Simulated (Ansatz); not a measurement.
Hypothetical Fm-3m WGe2 under a change: biaxial strain −3.18 %, plane normal [001], relaxed out of plane

The parent structure is WGe2 (space group Fm-3m, No. 225; a = 6.0781 Å; a hypothetical phase, not in the database extracts checked). Axes: x, y, z lie along the cube axes.

It is then changed as follows: biaxial strain −3.18 %, plane normal [001], relaxed out of plane (Cartesian); in-plane vectors clamped, the third vector and the atoms free.

The values are results of r2SCAN, PAW, 500 eV (Ansatz, a quantum-chemistry and plane-wave program; scalar-relativistic without spin-orbit coupling), not measurements. Γ-centred 13×13×13 mesh, Fermi–Dirac width 0.05 eV.

```json
[
 {"quantity": "volume per atom", "base": "18.71 Å³", "changed": "19.67 Å³", "shift": "+0.955 Å³"},
 {"quantity": "space group", "base": "Fm-3m (No. 225)", "changed": "I4/mmm (No. 139)", "shift": "–"},
 {"quantity": "energy relative to the base (free energy F)", "base": "0 meV/atom", "changed": "-37 meV/atom", "shift": "-37 meV/atom"},
 {"quantity": "pressure (mean of the normal stresses, compression positive)", "base": "0.0 GPa", "changed": "-7.5 GPa", "shift": "-7.5 GPa"},
 {"quantity": "band gap", "base": "zero", "changed": "zero", "shift": "–"},
 {"quantity": "out-of-plane strain (rough)", "base": "–", "changed": "+12.12 %", "shift": "–"},
 {"quantity": "mean in-plane stress (compression positive) (rough)", "base": "–", "changed": "-11.3 GPa", "shift": "–"}
]
```

Without a gap, meshes like the base's 13×13×13 leave anisotropic stresses uncertain by several tenths of a GPa, and small strain energies with them. Whether these cells are dynamically stable was not tested. All final runs are without spin polarisation. Under biaxial strain −3.18 %, plane normal [001], relaxed out of plane the cell ends below the base's energy or with stress of the wrong sign: the atoms slid into a distortion or the cell is elastically unstable, so the base is not a stable minimum at this level. WGe2 has a high density of states at the Fermi level and may be magnetic at this level.
